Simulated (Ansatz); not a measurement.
Ansatz (a program for electronic structure), DFT, HSE06, plane waves, its default PAW files: MoS2 sheet, 1x1, 3 atoms. Basis and mesh were picked for this test and aren't claimed converged.

Ansatz 0.2 input:
```yaml
crystal:
  lattice:
    - [3.16, 0.0, 0.0]
    - [-1.58, 2.73664, 0.0]
    - [0.0, 0.0, 17.13]
  atoms:
    - { symbol: Mo, position: [0.0, 0.0, 0.5] }
    - { symbol: S, position: [0.666667, 0.333333, 0.59136] }
    - { symbol: S, position: [0.666667, 0.333333, 0.40864] }
kpoints:
  mp_grid: { grid: [9, 9, 1] }
hamiltonian:
  xc: hse06
  pseudopotentials: { kind: paw }
scf:
  occupations: { method: fixed }
output:
  forces: true
```

The program reports k-points after symmetry: 12, bands at the start: 17, electrons: 26, plane waves at Γ: 2841, cutoff (eV): 420, FFT grid: 24×24×120, symmetry operations: 12.

Hardware: Arm Neoverse V2, 96 cores on 1 socket, no SMT, 1 L3 cache group.

Each time is the median wall time of two to five repeats, run one at a time on the otherwise empty machine; start-up is included. Processes are pinned to neighbouring cores unless said otherwise. The build: release build for Arm (Neoverse V2), one process with threads; another build can shift the numbers. Scratch files lie in a memory file system.

Started as
```bash
OMP_NUM_THREADS=32 ANSATZ_TIMINGS=1 ansatz run --backend cpu --threads 32 --max-ram 200GiB --events-out run.ndjson --runs-dir run.runs --progress --plain run.yaml
```
(32 threads, --max-ram 200GiB) it takes 3.5 s and 16 SCF iterations (all cycles of the run, searches included).

**Question.** Predict the time once the run is changed to --max-ram 3390MiB.

**Answer.** About 4.8 s (3 runs within 1 %): 1.4× as long. The largest move is in closing solve of the bands: 0.22 s to 1.0 s. The plan models 4 GiB in the first run and 3 GiB in the second, and the runs differ in these notices: symmetrized_points_ram_capped. Change in the result: energy equal as printed, forces (largest component) equal as printed.
